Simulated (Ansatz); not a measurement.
Ga2O3: pressure series

Base system: Ga2O3 in the corundum structure (space group R-3c, No. 167; a = 5.0577 Å, c = 13.6230 Å (hexagonal axes)).

Cell and atoms are relaxed at each pressure.

All numbers come from PBE (Ansatz, an electronic-structure program), spin-orbit coupling left out.

```
change             lattice parameter a  band gap  smallest direct gap  c/a ratio
-----------------  -------------------  --------  -------------------  ---------
base                           5.058 Å   2.40 eV              2.63 eV      2.694
pressure −2 GPa                5.073 Å   2.30 eV              2.52 eV      2.696
pressure −1 GPa                5.065 Å   2.35 eV              2.58 eV      2.695
pressure 0.9 GPa               5.051 Å   2.45 eV              2.68 eV      2.692
pressure 2.1 GPa               5.042 Å   2.51 eV              2.74 eV      2.691
pressure 4.5 GPa               5.026 Å   2.63 eV              2.87 eV      2.687
pressure 9 GPa                 4.997 Å   2.83 eV              3.09 eV      2.681
pressure 15 GPa                4.962 Å   3.08 eV              3.36 eV      2.672
pressure 22.5 GPa                  ___       ___                  ___        ___
pressure 30 GPa                4.891 Å   3.63 eV              3.92 eV      2.651
```

Q: What belongs in the blanks?

A: 
- pressure 22.5 GPa, lattice parameter a: 4.924 Å
- pressure 22.5 GPa, band gap: 3.37 eV
- pressure 22.5 GPa, smallest direct gap: 3.66 eV
- pressure 22.5 GPa, c/a ratio: 2.662

Load acts through the strain it causes; cell and atoms are relaxed under it. Stability against distortions was not tested. Competing high-pressure phases were not computed.
